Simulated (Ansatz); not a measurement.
**A computed series for MgTe: response to strain**

Base system: MgTe in the zinc blende structure (space group F-43m, No. 216).

```
MgTe
1.0
    0.00000     3.18405     3.18405
    3.18405     0.00000     3.18405
    3.18405     3.18405     0.00000
Mg Te
1 1
Direct
  0.00000   0.00000   0.00000
  0.25000   0.25000   0.25000
```

Cartesian axes are those of the cell as printed.

Strains are applied to the cell and any free atomic positions relax; under biaxial strain the out-of-plane vector relaxes too.

Level of theory: DFT with LDA, PAW potentials and a 420 eV plane-wave cutoff in Ansatz (a program for electronic structure), spin-orbit coupling left out.

Candidates:
(a) biaxial strain −0.42 %, plane normal [111], relaxed out of plane
(b) biaxial strain −0.83 %, plane normal [111], relaxed out of plane
(c) biaxial strain −1.25 %, plane normal [111], relaxed out of plane
(d) biaxial strain +2.08 %, plane normal [111], relaxed out of plane

Order them by out-of-plane strain, highest first.

(c) biaxial strain −1.25 %, plane normal [111], relaxed out of plane (+1.11 %), (b) biaxial strain −0.83 %, plane normal [111], relaxed out of plane (+0.74 %), (a) biaxial strain −0.42 %, plane normal [111], relaxed out of plane (+0.38 %), (d) biaxial strain +2.08 %, plane normal [111], relaxed out of plane (-1.79 %)

Stability against distortions was not tested.
